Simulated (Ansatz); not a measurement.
Functionals compared on the (21-30) surface of hcp Sc in its 1x1 cell, outermost plane spacing 0.36 Å in the ideal cut, in Ansatz (plane waves, PAW). The structure was relaxed with PBE; the other rows are single points on it, each with its references at the same level. Cutoff 420 eV (500 eV for r2SCAN).

Slab: 20 atoms, 10.1 Å thick at the start (thin: gaps and levels are the slab's own); k 7x5x1, smearing 0.1 eV, dipole-corrected; all atoms relaxed; start symmetry kept, larger cells not searched; no spin, no spin-orbit, no U. These notes are the PBE run's.

| functional | surface energy (J/m²) | work function of the top face (eV) | rough cost of the single point |
|---|---|---|---|
| PBE | 1.26 | 3.19 | – |
| LDA | 1.45 | 3.35 | very roughly 3 core-minutes |
| PBEsol | 1.38 | 3.23 | roughly 3 core-minutes |
| RPBE | 1.15 | 3.10 | roughly 4 core-minutes |
| r2SCAN | ? | ? | roughly 7 core-minutes |

Fill in the missing entries.


- r2SCAN, surface energy (J/m²): 1.34
- r2SCAN, work function of the top face (eV): 3.26

Ansatz is a quantum-chemistry and plane-wave program.
